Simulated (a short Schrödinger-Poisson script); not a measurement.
System: symmetric double-gate stack, SiO2 on p-type Ge(100), at 400 K.

```csv
layer,material,thickness (nm),Na (cm⁻³)
1,SiO2,2.7,-
2,Ge,10,2e18
3,SiO2,2.7,-
```

Constants are typed, rounded textbook-type inputs, not results; the design itself was drawn at random and stands for no fabricated device. SiO2: permittivity 3.9, conduction-band edge (eV) 3.1, gap (eV) 9, electron mass (mₑ) 0.5. Ge: permittivity 16, conduction-band edge (eV) 0, gap (eV) 0.664, Nv at 300 K (cm⁻³) 6e18.

Channel valleys (confinement mass, in-plane density-of-states mass, number): L4 0.12, 0.295, 4. At the gates, both at one voltage, the conduction-band edge of layer 1 lies 3.15 eV − eVg above the Fermi level of the channel. Gaps are held at their typed values at every temperature. Mesh 0.03 nm at interfaces.

Solved with a short Schrödinger-Poisson script written for these runs: 1D Poisson equation in equilibrium, electrons classical, Boltzmann, parabolic valleys, classical holes, full ionisation, no traps, pinning or gate leakage.

The same stack at other levels of the model or other numerical settings:

```json
[
 {"run": "base", "sheet density of all electrons at Vg = 1.5 V (cm⁻²)": "1.98e13", "sheet density of all electrons at Vg = 0.3 V (cm⁻²)": "2.48e12", "capacitance of both gates at Vg = 1.5 V (μF/cm²)": "2.43", "gate voltage at 1e11 electrons/cm² (V)": "0.03", "rough cost against the base": "about 1"},
 {"run": "electrons treated as classical, Fermi-Dirac", "sheet density of all electrons at Vg = 1.5 V (cm⁻²)": "?", "sheet density of all electrons at Vg = 0.3 V (cm⁻²)": "2.45e12", "capacitance of both gates at Vg = 1.5 V (μF/cm²)": "2.32", "gate voltage at 1e11 electrons/cm² (V)": "0.03", "rough cost against the base": "4"},
 {"run": "electrons treated as quantum, Hartree", "sheet density of all electrons at Vg = 1.5 V (cm⁻²)": "?", "sheet density of all electrons at Vg = 0.3 V (cm⁻²)": "1.87e12", "capacitance of both gates at Vg = 1.5 V (μF/cm²)": "2.10", "gate voltage at 1e11 electrons/cm² (V)": "?", "rough cost against the base": "20"},
 {"run": "mesh six times as coarse", "sheet density of all electrons at Vg = 1.5 V (cm⁻²)": "1.96e13", "sheet density of all electrons at Vg = 0.3 V (cm⁻²)": "2.46e12", "capacitance of both gates at Vg = 1.5 V (μF/cm²)": "2.41", "gate voltage at 1e11 electrons/cm² (V)": "0.03", "rough cost against the base": "about 1"}
]
```

Question: Fill in the missing entries.

Answer: 
- electrons treated as quantum, Hartree, sheet density of all electrons at Vg = 1.5 V (cm⁻²): 1.66e13
- electrons treated as quantum, Hartree, gate voltage at 1e11 electrons/cm² (V): 0.06
- electrons treated as classical, Fermi-Dirac, sheet density of all electrons at Vg = 1.5 V (cm⁻²): 1.91e13

The classical rows ignore confinement, and Boltzmann statistics overrate the density once the band edge passes the Fermi level.

Only the L valleys are kept; under strong confinement the Δ valleys of Ge fill too.
